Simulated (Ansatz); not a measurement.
Structures of equal composition on the (100) surface of fcc Cu: a layer of Al in place of the second plane; a layer of Al in place of the third plane. The slabs share one bottom face, and each structure is named by its start. These are constructed structures in small cells; real faces may alloy, dewet or reconstruct in larger ones, and not all known structures of the face are among them. Slabs of about 9 Å with all that they carry, Fermi-Dirac smearing of 0.1 eV. Bottom of the slabs: a bare face, its two planes held. Relaxed from the named starts with such symmetry as they have, on meshes of like density; energies extrapolated to zero smearing; no spin-orbit coupling, no U. Spin-polarised runs, if any, are marked in brackets, and their order is one that fits the cell; the others ran without spin.

The numbers are results of PBE (plane waves to 420 eV, PAW; Ansatz, a first-principles code), not measurements.

**Question.** Put the candidates in order of energy per 1x1 cell, lowest first, for PBE.

**Answer.** a layer of Al in place of the second plane (0.000 eV), a layer of Al in place of the third plane (0.066 eV)
